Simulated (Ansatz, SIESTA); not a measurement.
A SIESTA input for a self-consistent single point of YSF (P4/nmm, 6 atoms in the cell) (DFT, GGA PBEsol, numerical atomic orbitals TZP, PseudoDojo PBEsol standard norm-conserving potentials (rewritten from UPF to PSML)):

```
# files in the folder: Y.psml S.psml F.psml (PseudoDojo PBEsol standard)
SystemName  YSF
SystemLabel ysf

NumberOfAtoms                6
NumberOfSpecies              3
%block ChemicalSpeciesLabel
  1 39 Y
  2 16 S
  3 9 F
%endblock ChemicalSpeciesLabel
LatticeConstant              1.0 Ang
%block LatticeVectors
     3.764689000    0.000000000    0.000000000
     0.000000000    3.764689000    0.000000000
     0.000000000    0.000000000    6.811651000
%endblock LatticeVectors
AtomicCoordinatesFormat      Ang
%block AtomicCoordinatesAndAtomicSpecies
     0.000000000    1.882344500    1.547811457  1
     1.882344500    0.000000000    5.263839543  1
     0.000000000    1.882344500    4.397397536  2
     1.882344500    0.000000000    2.414253464  2
     0.000000000    0.000000000    0.000000000  3
     1.882344500    1.882344500    0.000000000  3
%endblock AtomicCoordinatesAndAtomicSpecies

XC.functional                GGA
XC.authors                   PBEsol
PAO.BasisSize                TZP
PAO.EnergyShift              0.01 Ry
MeshCutoff                   300 Ry
%block kgrid.MonkhorstPack
    6   0   0  0.0
    0   6   0  0.0
    0   0   4  0.0
%endblock kgrid.MonkhorstPack
OccupationFunction           FD
ElectronicTemperature        10 K

MaxSCFIterations             150
SCF.Mixer.Method             Pulay
SCF.Mixer.Weight             0.1
SCF.Mixer.History            8
SCF.DM.Tolerance             1.0E-05
Diag.ParallelOverK           true
WriteForces                  true
```

Q: Give the Ansatz (a first-principles code) input for the same structure, mesh, smearing and functional.

A: One input that does it (others would too):

Ansatz 0.2 input:
```yaml
crystal:
  lattice:
    - [3.76468900, 0.00000000, 0.00000000]
    - [0.00000000, 3.76468900, 0.00000000]
    - [0.00000000, 0.00000000, 6.81165100]
  atoms:
    - { symbol: Y, position: [0.00000000, 0.50000000, 0.22723000] }
    - { symbol: Y, position: [0.50000000, 0.00000000, 0.77277000] }
    - { symbol: S, position: [0.00000000, 0.50000000, 0.64557000] }
    - { symbol: S, position: [0.50000000, 0.00000000, 0.35443000] }
    - { symbol: F, position: [0.00000000, 0.00000000, 0.00000000] }
    - { symbol: F, position: [0.50000000, 0.50000000, 0.00000000] }
kpoints:
  mp_grid: { grid: [6, 6, 4] }
hamiltonian:
  xc: pbesol
  pseudopotentials: { kind: paw }
scf:
  occupations: { method: fixed }
output:
  forces: true
  eigenvalues: true
  stress: true
```

Basis, cutoffs, solver keys and any potentials are the target program's own. This input uses DFT, PBEsol, plane waves, default PAW files made with PBE.

The starting cell comes from a database of computed structures (which also holds hypothetical and non-ambient phases and stackings), without a prior relaxation at this level. Its lattice was rescaled by a random factor within 2.5 % of one.
